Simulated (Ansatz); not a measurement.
Base system: ZnS in the wurtzite structure (space group P6_3mc, No. 186; a = 3.845 Å, c = 6.306 Å).

(Cell as relaxed with PBE.)

Levels (all Ansatz, a first-principles code, PAW, earlier PAW set): PBE (420 eV, no SOC); r2SCAN (500 eV, scalar-relativistic without spin-orbit coupling).

Each level relaxes its own structure.

| quantity | PBE | r2SCAN |
|---|---|---|
| volume per atom | 20.19 Å³ | [?] |
| lattice parameter a | 3.845 Å | [?] |
| lattice parameter c | 6.306 Å | [?] |
| band gap | 2.07 eV | [?] |
| gap character | direct at Γ | [?] |
| electron mass | 0.16 mₑ along c, 0.18 mₑ across | [?] |

Given the PBE results, estimate those of r2SCAN.


- volume per atom, r2SCAN: 19.60 Å³
- lattice parameter a, r2SCAN: 3.807 Å
- lattice parameter c, r2SCAN: 6.246 Å
- band gap, r2SCAN: 2.77 eV
- gap character, r2SCAN: direct at Γ
- electron mass, r2SCAN: 0.18 mₑ along c, 0.21 mₑ across

PBE's volume per atom lies 0.585 Å³ above r2SCAN's (3.0 %); PBE's lattice parameter a lies 0.038 Å above r2SCAN's (1.0 %); PBE's lattice parameter c lies 0.0595 Å above r2SCAN's (1.0 %); PBE's band gap lies 0.70 eV below r2SCAN's; the two agree on the gap character. Neither level is exact; r2SCAN is the comparison here, not a measurement.

Masses are band curvatures over ±0.01 Å⁻¹ around the edge. No phonon test of stability was made.
